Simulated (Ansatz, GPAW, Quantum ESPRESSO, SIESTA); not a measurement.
# Code comparison for IrRh3 (I4/mmm, 4 atoms in the cell)

Self-consistent single point.

```
CELL_PARAMETERS angstrom
     -1.90678     1.90678     3.81948
      1.90678    -1.90678     3.81948
      1.90678     1.90678    -3.81948
ATOMIC_POSITIONS crystal
  Ir 0.00000 0.00000 0.00000
  Rh 0.75000 0.25000 0.50000
  Rh 0.25000 0.75000 0.50000
  Rh 0.50000 0.50000 0.00000
```

Shared settings, as Ansatz (a first-principles code) writes them: kpoints.mp_grid.grid = 10 10 10; scf.occupations.method = gaussian; scf.occupations.width = 0.136 eV. Potentials and cutoffs stand in the table.

| code | model | pressure (GPa) | cutoff |
|---|---|---|---|
| GPAW | PBEsol, GPAW PAW datasets PBEsol (made by gpaw-setup) | -4.24 | 550 eV |
| Quantum ESPRESSO | PBEsol, SSSP 1.1.2 efficiency (PBE) pseudopotentials | -6.65 | 60 Ry |
| Ansatz | PBEsol, PAW files made with PBE | -5.91 | default |
| SIESTA | GGA PBEsol, numerical atomic orbitals DZP, PseudoDojo PBEsol standard norm-conserving potentials (rewritten from UPF to PSML) | -7.38 | grid 400 Ry |

On Ansatz's run: spin-orbit coupling is off. Spin polarisation is off.

The spread over the programs that give each value: pressure within 3.14 GPa.

SIESTA uses small atom-centred bases, whose incompleteness enters pressures, forces and empty levels differently from a plane-wave cutoff. Ansatz's pressure is given at a fixed set of plane waves, as the other plane-wave codes print theirs; with its correction for the finite basis it is -5.81 GPa. In the pressure, GPAW (by 1.67) and SIESTA (by 1.47) lie more than 1 GPa from the median of the plane-wave programs.

The starting cell comes from a database of computed structures (which also holds hypothetical and non-ambient phases and stackings), without a prior relaxation at this level.

Left out of this page: Elk and FLEUR (not drawn, or without a comparable value).

Keys are those of Ansatz 0.2.
